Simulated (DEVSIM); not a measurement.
Device: Mo/SiO2/n-Si capacitor, at 400 K.

```csv
layer (left to right),material,thickness (nm),Nd (cm⁻³)
1,SiO2,1.70,-
2,Si,470,1.5e18
```

Metal gate on the left, work function 4.6 eV. Fixed charge at the semiconductor interface -2.1e11 cm⁻² (in units of +e); no interface traps.

This is a model device: material constants are rounded textbook-type values typed into the input, and sizes, dopings and lifetimes were drawn at random. Values at 300 K; Nc and Nv go as T^1.5, mobilities as T to minus their exponent, the gap by Varshni's rule with the affinity fixed.

| parameter | SiO2 | Si |
|---|---|---|
| gap (eV) | 9 | 1.124 |
| affinity (eV) | 0.9 | 4.05 |
| permittivity | 3.9 | 11.7 |
| Nc (cm⁻³) | - | 2.86e19 |
| Nv (cm⁻³) | - | 3.1e19 |
| Varshni α (eV/K) | - | 0.000473 |
| Varshni β (K) | - | 636 |

DEVSIM, 1D Poisson equation in equilibrium, Boltzmann statistics, complete ionisation; no quantum confinement or tunnelling. Metal contacts follow the ideal Schottky-Mott rule: no Fermi-level pinning, no interface dipoles.

The SiO2 thickness was swept, all else fixed.

| SiO2 thickness (μm) | threshold voltage (band bending 2φF) (V) | flat-band voltage (V) | minimum of the low-frequency capacitance (μF/cm²) | capacitance of the dielectric stack (μF/cm²) |
|---|---|---|---|---|
| 0.00068 | -0.55 | 0.44 | 0.399 | 5.08 |
| 0.00094 | -0.60 | 0.44 | 0.393 | 3.67 |
| 0.0012 | -0.64 | 0.45 | 0.377 | 2.88 |
| 0.0014 | -0.68 | 0.45 | 0.370 | 2.47 |
| 0.0017 | -0.73 | 0.45 | 0.358 | 2.03 |
| 0.002 | -0.79 | 0.45 | 0.347 | 1.73 |

From the first row to the last the threshold voltage (band bending 2φF) goes from -0.55 to -0.79. From the first row to the last the flat-band voltage goes from 0.44 to 0.45.
